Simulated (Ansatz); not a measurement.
**What pressure 0.7 GPa does to MoS2**

The reference is MoS₂ (space group P6_3/mmc, No. 194; a = 3.109 Å, c = 11.709 Å; layered, stacked along the Cartesian z axis).

The change: a hydrostatic pressure of 0.7 GPa.

Method: Ansatz (a first-principles code) PBEsol-D3(BJ), no spin-orbit coupling. Γ-centred 12×12×3 mesh, Fermi–Dirac width 0.05 eV.

```json
[
 {"quantity": "volume per atom", "base": "16.34 Å³", "changed": "16.18 Å³", "shift": "-0.16 Å³"},
 {"quantity": "density", "base": "5.42 g/cm³", "changed": "5.48 g/cm³", "shift": "+0.054 g/cm³"},
 {"quantity": "lattice parameter a", "base": "3.109 Å", "changed": "3.103 Å", "shift": "-0.006 Å"},
 {"quantity": "c/a ratio", "base": "3.766", "changed": "3.750", "shift": "-0.016"},
 {"quantity": "shortest interatomic distance", "base": "2.380 Å", "changed": "2.378 Å", "shift": "-0.002 Å"},
 {"quantity": "band gap", "base": "0.52 eV", "changed": "0.48 eV", "shift": "-0.045 eV"},
 {"quantity": "gap character", "base": "indirect, Γ → K–Γ (44 % along)", "changed": "indirect, Γ → K–Γ (44 % along)", "shift": "–"},
 {"quantity": "hole mass", "base": "1.1 mₑ along c, 0.50 mₑ across (at Γ)", "changed": "1.2 mₑ along c, 0.48 mₑ across (at Γ)", "shift": "–"},
 {"quantity": "valence-band top at Γ (three highest levels, from the VBM)", "base": "0.00, -0.96, -1.60 eV", "changed": "0.00, -0.93, -1.65 eV", "shift": "–"}
]
```

Cost of the whole job for the changed cell (relaxation, final SCF and bands): very roughly 20 core-seconds.

Load acts through the strain it causes; cell and atoms are relaxed under it. Effective masses come from finite differences of ±0.01 Å⁻¹. Whether these cells are dynamically stable was not tested.
